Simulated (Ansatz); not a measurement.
## Ag, response to strain

Consider Ag in the hcp (Mg type) structure (space group P6_3/mmc, No. 194; a = 2.8601 Å, c = 4.7119 Å; relaxed with 0.1 eV smearing). Axes: x lies along a and z along c of the hexagonal cell.

Strains are applied to the cell and any free atomic positions relax; under biaxial strain the out-of-plane vector relaxes too.

Level of theory: plane-wave PAW DFT at the PBEsol level (Ansatz, an electronic-structure program, 420 eV), spin-orbit coupling left out, earlier PAW set.

```csv
"biaxial strain, plane normal [001], relaxed out of plane (%)",out-of-plane strain (%)
-4.51,3.68
-4.38,?
-3.85,3.16
-1.95,1.65
0,0.00
```

**Question.** Fit ε⊥ = −νε + γε² (strains in %) to the rows shown and predict the withheld row.

**Answer.** Least squares on the printed values gives ν = 0.87 (the biaxial Poisson response) and γ = -0.011 (largest residual 0.01 %); this predicts 3.58 %, and the run gives 3.58 %, in agreement.

No phonon test of stability was made. This is not the structure that Ag has at room temperature and ambient pressure.
